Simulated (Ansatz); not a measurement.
Consider ZrO$_{2}$ in the fluorite structure (space group Fm-3m, No. 225).

```
ZrO2
1.0
    0.00000     2.53204     2.53204
    2.53204     0.00000     2.53204
    2.53204     2.53204     0.00000
Zr O
1 2
Direct
  0.00000   0.00000   0.00000
  0.25000   0.25000   0.25000
  0.75000   0.75000   0.75000
```

Cartesian axes are those of the cell as printed.

Levels (all Ansatz, a quantum-chemistry and plane-wave program, PAW): PBEsol (420 eV, no SOC); r2SCAN (500 eV, spin-orbit coupling left out).

Its gap is 3.33 eV with PBEsol and 3.93 eV with r2SCAN.

The change: compressive biaxial strain of 1.90 % in the plane normal to [110], as in epitaxy on a mismatched substrate; the out-of-plane cell vector and the atoms relax.

With PBEsol the gap becomes 3.15 eV.

Question: If the r2SCAN correction stayed the same, what would the r2SCAN gap be, and what does the r2SCAN run give?

Answer: A rigid correction of +0.60 eV gives 3.75 eV. The r2SCAN run gives 3.76 eV, so the two effects roughly add.

Single points use the geometry relaxed with PBEsol. Stability against distortions was not tested. This is not the structure that ZrO2 has at room temperature and ambient pressure.
